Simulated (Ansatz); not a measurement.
**Response to strain in TiSi2**

Base system: TiSi₂ (space group Cmcm, No. 63).

```xyz
6
Lattice="1.7633 -6.7584 0.0000 1.7633 6.7584 0.0000 0.0000 0.0000 3.5652" Properties=species:S:1:pos:R:3 pbc="T T T"
Si     1.7633    -5.9699     2.6739
Si     1.7633     5.9699     0.8913
Si     1.7633     3.3752     2.6739
Si     1.7633    -3.3752     0.8913
Ti     1.7633    -1.3949     2.6739
Ti     1.7633     1.3949     0.8913
```

Cartesian axes are those of the cell as printed.

Strains are applied to the cell and any free atomic positions relax; under biaxial strain the out-of-plane vector relaxes too; under stress the whole cell relaxes.

The values are results of r2SCAN, PAW, 500 eV (Ansatz, a quantum-chemistry and plane-wave program; without spin-orbit coupling), not measurements.

Notes on the quantities. energy relative to the base: free energy F.

| case | energy relative to the base | space group | shortest interatomic distance |
|---|---|---|---|
| base | 0 meV/atom | Cmcm (No. 63) | 238.0 pm |
| biaxial strain +1.24 %, plane normal [001], relaxed out of plane | – | Cmcm (No. 63) | 238.0 pm |
| biaxial strain +1.67 %, plane normal [001], relaxed out of plane | – | Cmcm (No. 63) | 238.1 pm |
| uniaxial strain ε_xx = −2.68 % | +9.6 meV/atom | Cmcm (No. 63) | 237.1 pm |
| uniaxial strain ε_zz = +4.30 % | +25 meV/atom | Cmcm (No. 63) | 241.8 pm |
| tensor shear ε_xy = −0.35 % | +0.3 meV/atom | P2_1/m (No. 11) | 238.0 pm |
| tensor shear ε_yz = +0.42 % | +0.4 meV/atom | C2/m (No. 12) | 237.3 pm |
| uniaxial stress, 2 GPa tension along z | +0.6 meV/atom | Cmcm (No. 63) | 238.5 pm |
| uniaxial stress, 1 GPa tension along x | +0.2 meV/atom | Cmcm (No. 63) | 238.0 pm |
| uniaxial stress, 1 GPa compression along z | +0.2 meV/atom | Cmcm (No. 63) | 237.7 pm |

Without a gap, meshes like the base's 14×14×13 leave anisotropic stresses uncertain by several tenths of a GPa, and small strain energies with them. Stability under load was not tested beyond the relaxation. The final runs are not spin-polarised.
